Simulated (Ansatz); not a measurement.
**CdS, element substitutions**

Start from CdS in the zinc blende structure (space group F-43m, No. 216; a = 5.824 Å).

Each row replaces one element on all its sites; cell and atoms are relaxed.

Calculations: PBEsol, PAW, 420 eV (Ansatz, a quantum-chemistry and plane-wave program; scalar-relativistic without spin-orbit coupling).

Candidates:
(a) S → Se
(b) Cd → Zn
(c) S → Si

Before the change:

| Quantity | Result |
|---|---|
| Band gap | 1.01 eV |

Q: Order them by band gap, highest first.

A: (b) Cd → Zn (2.09 eV), (a) S → Se (0.48 eV), (c) S → Si (zero)

Stability against distortions was not tested. As relaxed here, CdSi is a hypothetical phase, not in the database extracts checked. All final runs are without spin polarisation.
